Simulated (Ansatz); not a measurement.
Results of PBEsol (plane waves, PAW; Ansatz, an electronic-structure program) for AlB2-type CrB2.

Numerical settings: plane-wave cutoff 520 eV, 24×24×18 k mesh (along the axes of the cell as run), Fermi–Dirac smearing 0.05 eV, spin-polarised start, scalar-relativistic PAW data made under PBE.

Cell (relaxed at this level):

```yaml
crystal:
  lattice:
    - [2.95603, 0.00000, 0.00000]
    - [-1.47801, 2.55999, 0.00000]
    - [0.00000, 0.00000, 2.92646]
  atoms:
    - { symbol: Cr, position: [0.00000, 0.00000, 0.00000] }
    - { symbol: B, position: [0.66667, 0.33333, 0.50000] }
    - { symbol: B, position: [0.33333, 0.66667, 0.50000] }
```

Question: Give the computed bulk modulus.

Answer: 
- bulk modulus = 222 GPa

The run finds no gap.

Note: the magnetic order was assumed, not searched for or taken from measurement; the bulk modulus is −V dP/dV from two relaxed cells at ±2 % in volume; the volume lies 6 % below that of the published cell.

Static lattice: no zero-point or thermal effects.
